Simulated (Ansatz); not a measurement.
## germanium: the defect Cu interstitial

Level of theory: PBE, PAW (plane waves to 420 eV; Ansatz, an electronic-structure program). Details: 64-site cell; 2×2×2 shifted k-points; start: void with 4Ge nearest; no Hubbard U; the functional closes the host's gap; not converged in cell size; relaxed from one start, so a lower configuration may exist.

Neighbours after relaxation, in Å: of the Cu atom: Ge 2.56, Ge 2.56, Ge 2.56, Ge 2.56.

Formation energies E_f are those of the neutral cell. Chemical conditions: host crystal and elements as references (Δμ(Cu) = 0.00 eV; Cu taken from its element, since no compound that bounds it was computed at this level; only phases computed here count, gases as isolated molecules at 0 K). Reference phases: Cu: fcc Cu.

The name describes the start; the neighbours show where the atoms ended.

```
charge  moment (μB)  largest move off a lattice site (Å)  E_f, host crystal and elements as references (eV)
------  -----------  -----------------------------------  -------------------------------------------------
0†         quenched                                 0.07                                               1.58
```

† Not settled in this cell, so no level is given: charge 0: a level filled in part.

Starting moments that weren't kept: charge 0 began with 1 μB and ended with 0.0.
